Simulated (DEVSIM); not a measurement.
Structure: illuminated Si n-on-p cell, one wavelength, with a back-surface field, at 350 K.

```
layer (left to right)  material  thickness (μm)  Nd (cm⁻³)  Na (cm⁻³)  τn (s)  τp (s)  absorption coefficient (cm⁻¹)
---------------------  --------  --------------  ---------  ---------  ------  ------  -----------------------------
1                            Si           0.310     1.5e19          -  4.4e-7  1.3e-8                            400
2                            Si            29.0          -     6.5e16    1e-6    1e-6                            400
3                            Si            1.80          -     8.3e18    1e-6    1e-6                            400
```

Left contact: ohmic, minority hole recombination velocity 10 cm/s. Right contact: ohmic, minority electron recombination velocity 5000 cm/s. Voltage is applied to the left contact. Recombination: SRH at mid-gap, radiative, Auger. Gap narrowing is on: ΔEg = 6.92 meV × (l + √(l² + 0.5)), l = ln(N/1.3e17 cm⁻³), shared equally by both band edges. Light enters at the left, 1.2e17 photons cm⁻² s⁻¹, one pass, no reflection. Mobility is μmin + (μ − μmin)/(1 + (N/Nref)^α).

This is a model device: material constants are rounded textbook-type values typed into the input, and sizes, dopings and lifetimes were drawn at random. Values at 300 K; Nc and Nv go as T^1.5, mobilities as T to minus their exponent, the gap by Varshni's rule with the affinity fixed.

| parameter | Si |
|---|---|
| gap (eV) | 1.124 |
| affinity (eV) | 4.05 |
| permittivity | 11.7 |
| Nc (cm⁻³) | 2.86e19 |
| Nv (cm⁻³) | 3.1e19 |
| μn (cm²/Vs) | 1417 |
| μp (cm²/Vs) | 470 |
| μn,min | 52 |
| μp,min | 45 |
| Nref,n | 9.7e16 |
| Nref,p | 2.2e17 |
| αn | 0.68 |
| αp | 0.72 |
| T exponent of μn | 2.3 |
| T exponent of μp | 2.2 |
| B (cm³/s) | 4.7e-15 |
| Cn (cm⁶/s) | 2.8e-31 |
| Cp (cm⁶/s) | 9.9e-32 |
| Varshni α (eV/K) | 0.000473 |
| Varshni β (K) | 636 |

Model (solved in DEVSIM): 1D drift-diffusion, Boltzmann statistics, complete ionisation; no tunnelling, impact ionisation, image-force lowering or self-heating.

The temperature was swept, all else fixed.

```csv
temperature (K),dark forward voltage at 100 A/cm² (V),potential step across the device at zero bias (V),fill factor,largest power (mW/cm²)
350,0.810,0.976,0.77,4.52
400,0.746,0.937,0.71,3.10
450,0.679,0.896,0.60,1.78
500,0.610,0.853,0.45,0.702
```

From the first row to the last the dark forward voltage at 100 A/cm² goes from 0.810 to 0.610. From the first row to the last the potential step across the device at zero bias goes from 0.976 to 0.853.
